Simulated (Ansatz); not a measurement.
Subject: the formation energy of Au_Pb in Pb (fcc, Fm-3m). Reaction: 107 Pb (fcc) + Au (fcc) → cell A.

Cell A: a supercell of 108 sites of Pb (fcc, Fm-3m) with Au on a Pb site (12 Pb at 3.39 Å); spin state with PBE: run without spin, k-point mesh 3×3×3.
```
CELL_PARAMETERS angstrom
     14.87739     0.00000     0.00000
      0.00000    14.87739     0.00000
      0.00000     0.00000    14.87739
ATOMIC_POSITIONS crystal
  Au 0.00000 0.00000 0.00000
  Pb 0.00000 0.16110 0.16110
  Pb 0.16110 0.00000 0.16110
  Pb 0.16110 0.16110 0.00000
  Pb 0.00000 0.00000 0.33280
  Pb 0.00000 0.16622 0.50000
  Pb 0.16622 0.00000 0.50000
  Pb 0.16616 0.16616 0.33239
  Pb 0.00000 0.00000 0.66720
  Pb 0.00000 0.16110 0.83890
  Pb 0.16110 0.00000 0.83890
  Pb 0.16616 0.16616 0.66761
  Pb 0.00000 0.33280 0.00000
  Pb 0.00000 0.50000 0.16622
  Pb 0.16616 0.33239 0.16616
  Pb 0.16622 0.50000 0.00000
  Pb 0.00000 0.33247 0.33247
  Pb 0.00000 0.50000 0.50000
  Pb 0.16641 0.33286 0.50000
  Pb 0.16641 0.50000 0.33286
  Pb 0.00000 0.33247 0.66753
  Pb 0.00000 0.50000 0.83378
  Pb 0.16616 0.33239 0.83384
  Pb 0.16641 0.50000 0.66714
  Pb 0.00000 0.66720 0.00000
  Pb 0.00000 0.83890 0.16110
  Pb 0.16616 0.66761 0.16616
  Pb 0.16110 0.83890 0.00000
  Pb 0.00000 0.66753 0.33247
  Pb 0.00000 0.83378 0.50000
  Pb 0.16641 0.66714 0.50000
  Pb 0.16616 0.83384 0.33239
  Pb 0.00000 0.66753 0.66753
  Pb 0.00000 0.83890 0.83890
  Pb 0.16616 0.66761 0.83384
  Pb 0.16616 0.83384 0.66761
  Pb 0.33280 0.00000 0.00000
  Pb 0.33239 0.16616 0.16616
  Pb 0.50000 0.00000 0.16622
  Pb 0.50000 0.16622 0.00000
  Pb 0.33247 0.00000 0.33247
  Pb 0.33286 0.16641 0.50000
  Pb 0.50000 0.00000 0.50000
  Pb 0.50000 0.16641 0.33286
  Pb 0.33247 0.00000 0.66753
  Pb 0.33239 0.16616 0.83384
  Pb 0.50000 0.00000 0.83378
  Pb 0.50000 0.16641 0.66714
  Pb 0.33247 0.33247 0.00000
  Pb 0.33286 0.50000 0.16641
  Pb 0.50000 0.33286 0.16641
  Pb 0.50000 0.50000 0.00000
  Pb 0.33320 0.33320 0.33320
  Pb 0.33316 0.50000 0.50000
  Pb 0.50000 0.33316 0.50000
  Pb 0.50000 0.50000 0.33316
  Pb 0.33320 0.33320 0.66680
  Pb 0.33286 0.50000 0.83359
  Pb 0.50000 0.33286 0.83359
  Pb 0.50000 0.50000 0.66684
  Pb 0.33247 0.66753 0.00000
  Pb 0.33239 0.83384 0.16616
  Pb 0.50000 0.66714 0.16641
  Pb 0.50000 0.83378 0.00000
  Pb 0.33320 0.66680 0.33320
  Pb 0.33286 0.83359 0.50000
  Pb 0.50000 0.66684 0.50000
  Pb 0.50000 0.83359 0.33286
  Pb 0.33320 0.66680 0.66680
  Pb 0.33239 0.83384 0.83384
  Pb 0.50000 0.66714 0.83359
  Pb 0.50000 0.83359 0.66714
  Pb 0.66720 0.00000 0.00000
  Pb 0.66761 0.16616 0.16616
  Pb 0.83890 0.00000 0.16110
  Pb 0.83890 0.16110 0.00000
  Pb 0.66753 0.00000 0.33247
  Pb 0.66714 0.16641 0.50000
  Pb 0.83378 0.00000 0.50000
  Pb 0.83384 0.16616 0.33239
  Pb 0.66753 0.00000 0.66753
  Pb 0.66761 0.16616 0.83384
  Pb 0.83890 0.00000 0.83890
  Pb 0.83384 0.16616 0.66761
  Pb 0.66753 0.33247 0.00000
  Pb 0.66714 0.50000 0.16641
  Pb 0.83384 0.33239 0.16616
  Pb 0.83378 0.50000 0.00000
  Pb 0.66680 0.33320 0.33320
  Pb 0.66684 0.50000 0.50000
  Pb 0.83359 0.33286 0.50000
  Pb 0.83359 0.50000 0.33286
  Pb 0.66680 0.33320 0.66680
  Pb 0.66714 0.50000 0.83359
  Pb 0.83384 0.33239 0.83384
  Pb 0.83359 0.50000 0.66714
  Pb 0.66753 0.66753 0.00000
  Pb 0.66761 0.83384 0.16616
  Pb 0.83384 0.66761 0.16616
  Pb 0.83890 0.83890 0.00000
  Pb 0.66680 0.66680 0.33320
  Pb 0.66714 0.83359 0.50000
  Pb 0.83359 0.66714 0.50000
  Pb 0.83384 0.83384 0.33239
  Pb 0.66680 0.66680 0.66680
  Pb 0.66761 0.83384 0.83384
  Pb 0.83384 0.66761 0.83384
  Pb 0.83384 0.83384 0.66761
```

Reference: Pb (fcc, Fm-3m), 108 atoms in the cell, the relaxed perfect crystal repeated, atoms not moved again, k-point mesh 3×3×3 on the run's own vectors.

Reference: Au (fcc, Fm-3m), 1 atom in the cell, k-point mesh 24×24×24 on the run's own vectors. Conventional cell: a = b = c = 4.1026 Å, α = β = γ = 90.00°.

All numbers come from Ansatz (a program for electronic structure), plane waves with PAW, its default PAW set, cutoff 420 eV, 500 eV for r2SCAN. The structures are at rest with PBE+D3(BJ), within the held lattices; other levels are single points on them. Neutral cells; Fermi-Dirac smearing of at most 0.10 eV in the solids, energies taken to zero width. The lattices are those relaxed with PBE+D3(BJ), so at other levels the solids can be strained, which adds to the spread. Larger cells are relaxed from a start prepared with the learned potential CHGNet, on a coarser mesh till forces fall under 0.03 eV/Å, which some starts already meet. A dispersion term (D3(BJ), or D4 for r2SCAN) was computed beside these levels and is taken off wherever the name lacks it. The PAW files were made for PBE and serve at the other functionals too. Space groups of crystals are read within 0.01 Å. No zero-point or thermal terms. The structures are the rest points that the relaxations reached, not proven lowest. The runs are scalar-relativistic, without spin-orbit coupling. No correction for cell size. Mesh and cell size may move defect energies by 0.1 eV or more. Cell A has symmetry Pm-3m within 0.02 Å and got no random move, so less symmetric positions, which may lie lower, weren't tried.

Question: What value does PBE give?

Answer: 0.16 eV, for 107 Pb (fcc) + Au (fcc) → cell A.

Question: List the value at the remaining levels and say how far they part.

Answer: 
```
Functional  value (eV)  less PBE
----------  ----------  --------
r2SCAN            0.35      0.19
r2SCAN+D4         0.44      0.28
```

The levels shown span 0.28 eV, from PBE (0.16) to r2SCAN+D4 (0.44).
